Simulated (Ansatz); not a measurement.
Input:

```
Ti
1.0
    2.83574     0.00000     0.00000
   -1.41787     2.45583     0.00000
    0.00000     0.00000     4.49191
Ti
2
Direct
  0.66667   0.33333   0.75000
  0.33333   0.66667   0.25000
```

No spin polarisation.

Computed with LDA/PAW in Ansatz (a first-principles code), spin-orbit coupling left out. Settings: 23×23×13 k-points, 0.1 eV Fermi–Dirac smearing.

Task: Predict the space group, band gap and pressure.

Result: 
* **Space group**: P6_3/mmc (No. 194)
* **Band gap**: zero
* **Pressure (mean of the normal stresses, compression positive)**: 4.0 GPa

The cells carry an imposed strain or load. Whether these cells are dynamically stable was not tested. The final runs are not spin-polarised. The cell was made from Ti in the hcp (Mg type) structure (space group P6_3/mmc, No. 194) by this change: isotropic strain −1.00 %.
